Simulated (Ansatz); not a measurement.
Consider Rh in the fcc (Cu type) structure (space group Fm-3m, No. 225; relaxed with 0.1 eV smearing).

```yaml
crystal:
  lattice:
    - [0.00000, 1.89079, 1.89079]
    - [1.89079, 0.00000, 1.89079]
    - [1.89079, 1.89079, 0.00000]
  atoms:
    - { symbol: Rh, position: [0.00000, 0.00000, 0.00000] }
```

Cartesian axes are those of the cell as printed.

Method: PBEsol (Ansatz, an electronic-structure program, PAW, no spin-orbit coupling).

Before the change:

```
Item       Result
--------  -------
Pressure  0.0 GPa
```

Modification: tensile biaxial strain of 2.08 % in the plane normal to [111], as in epitaxy on a mismatched substrate; the out-of-plane cell vector and the atoms relax.

**Question.** What happens to the energy relative to the base?

**Answer.** The energy grows by 22 meV/atom.

**Question.** What does the calculation give for the out-of-plane strain after the change?

**Answer.** The out-of-plane strain is -1.10 %.

**Question.** What happens to the pressure?

**Answer.** The pressure (mean of the normal stresses, compression positive) goes from zero to -7.8 GPa.

No phonon test of stability was made. The final runs are not spin-polarised. Rh lies near a magnetic instability that expansion can trigger; it was not tested.
